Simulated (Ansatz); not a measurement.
A computed series for SrHfO3: pressure series

Start from SrHfO3 in the cubic perovskite structure (space group Pm-3m, No. 221; a = 4.1063 Å).

Cell and atoms are relaxed at each pressure.

Method: PBEsol (Ansatz, a first-principles code; PAW; 420 eV plane waves; no SOC), earlier PAW set.

Notes on the quantities. electron mass: degenerate bands, along [100].

```csv
variant,width of the top valence band,band gap,volume per atom,electron mass
base,0.82 eV,3.72 eV,13.85 Å³,"0.33, 0.33, 2.0 mₑ (at Γ)"
pressure −2 GPa,0.83 eV,3.70 eV,14.01 Å³,"0.34, 0.34, 2.0 mₑ (at Γ)"
pressure −1 GPa,0.82 eV,3.71 eV,13.93 Å³,"0.34, 0.34, 2.0 mₑ (at Γ)"
pressure 0.3 GPa,0.82 eV,3.73 eV,13.82 Å³,"0.33, 0.33, 2.0 mₑ (at Γ)"
pressure 0.7 GPa,0.82 eV,3.73 eV,13.79 Å³,"0.33, 0.33, 2.0 mₑ (at Γ)"
pressure 1.5 GPa,0.82 eV,3.74 eV,13.73 Å³,"0.33, 0.33, 2.0 mₑ (at Γ)"
pressure 3 GPa,0.82 eV,3.75 eV,13.61 Å³,"0.33, 0.33, 2.0 mₑ (at Γ)"
pressure 5 GPa,0.82 eV,3.77 eV,13.47 Å³,"0.33, 0.33, 1.9 mₑ (at Γ)"
pressure 7.5 GPa,0.82 eV,3.79 eV,13.30 Å³,"0.32, 0.32, 1.9 mₑ (at Γ)"
pressure 10 GPa,0.81 eV,3.81 eV,13.14 Å³,"0.32, 0.32, 1.9 mₑ (at Γ)"
```

With Hf present, leaving out spin-orbit coupling can change the band edges. Load acts through the strain it causes; cell and atoms are relaxed under it. Effective masses come from finite differences of ±0.01 Å⁻¹. Whether these cells are dynamically stable was not tested. No other phases were tried under pressure. Many cubic perovskites are stable only at high temperature; tilts and polar distortions were not tested.
